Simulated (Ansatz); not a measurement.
Gap of a (10,0) BN nanotube at several levels, all on one geometry.

Levels: PBE (plane waves to 420 eV, PAW; Ansatz, a program for electronic structure); r2SCAN (plane waves to 500 eV, PAW; Ansatz); HSE06 (Ansatz). Unmarked values and the geometry are of the first. Mesh 1×1×8. No spin polarisation. One-dimensional cell, images about 11 Å apart. An idealised model, rolled from the flat sheet. Only distortions within the start's symmetry and period were free. HSE06 ran on a 1×1×4 mesh and at PBE's edge points.

| level | gap (eV) |
|---|---|
| PBE | 4.00 |
| r2SCAN | … |
| HSE06 | 5.34 |

Task: What belongs in the gaps?

Result: 
- r2SCAN, gap (eV): 4.59
